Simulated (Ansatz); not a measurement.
A computed series for Y: response to strain

Base system: Y in the hcp (Mg type) structure (space group P6_3/mmc, No. 194; a = 3.6523 Å, c = 5.7029 Å; relaxed with 0.1 eV smearing).

Strains are applied to the cell and any free atomic positions relax.

All numbers come from Ansatz (an electronic-structure program), PBE, PAW, cutoff 420 eV, scalar-relativistic without spin-orbit coupling.

Notes on the quantities. energy relative to the base: free energy F.

| isotropic strain (%) | energy relative to the base (meV/atom) |
|---|---|
| -3 | 35.7 |
| -2.5 | ? |
| -2 | 15.6 |
| -1.5 | 8.7 |
| -0.5 | 0.9 |
| 0 | 0.0 |
| 0.5 | 0.9 |
| 1 | 3.6 |
| 1.5 | 8.1 |

Fit ΔE = Aε² + Bε³ (ε in %) to the rows shown and predict the withheld row.

Least squares on the printed values gives A = 3.73 and B = -0.081 meV/atom (largest residual 0.0 meV/atom); this predicts 24.6 meV/atom, and the run gives 24.5 meV/atom, in agreement.

Whether these cells are dynamically stable was not tested. All final runs are without spin polarisation.
